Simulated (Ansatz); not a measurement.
**BP (model structure, P6₂22, No. 180, 6 atoms in the cell)**

The numbers are results of r²SCAN (Ansatz, a quantum-chemistry and plane-wave program, PAW), not measurements.

Numerical settings: plane-wave cutoff 560 eV, 18×18×8 k mesh (along the axes of the cell as run), Fermi–Dirac smearing 0.05 eV, scalar-relativistic PAW data made under PBE.

Cell (relaxed at this level):

```cif
data_B3P3
_chemical_formula_sum 'B3 P3'
_space_group_name_H-M_alt 'P 1'
_space_group_IT_number 1
_cell_length_a 3.27651
_cell_length_b 3.27651
_cell_length_c 7.00455
_cell_angle_alpha 90.000
_cell_angle_beta 90.000
_cell_angle_gamma 120.000
loop_
_space_group_symop_operation_xyz
  'x, y, z'
loop_
_atom_site_label
_atom_site_type_symbol
_atom_site_fract_x
_atom_site_fract_y
_atom_site_fract_z
_atom_site_occupancy
B1 B 0.50000 0.00000 0.66667 1
B2 B 0.00000 0.50000 0.33333 1
B3 B 0.50000 0.50000 0.00000 1
P1 P 0.50000 0.00000 0.16667 1
P2 P 0.00000 0.50000 0.83333 1
P3 P 0.50000 0.50000 0.50000 1
```

```json
{
 "band_gap": "0.23 eV (on the SCF k mesh)",
 "bulk modulus B0": "177 GPa"
}
```

Note: the bulk modulus is −V dP/dV from two relaxed cells at ±2 % in volume; the relaxation could raise the start's symmetry but not lower it, so the cell can be a saddle point.

The computed numbers hold no vibrational or temperature effects.

A model structure was made by putting elements into a prototype or built by hand; it is no filed structure, need not be a known phase, and can be a saddle point held by its symmetry.
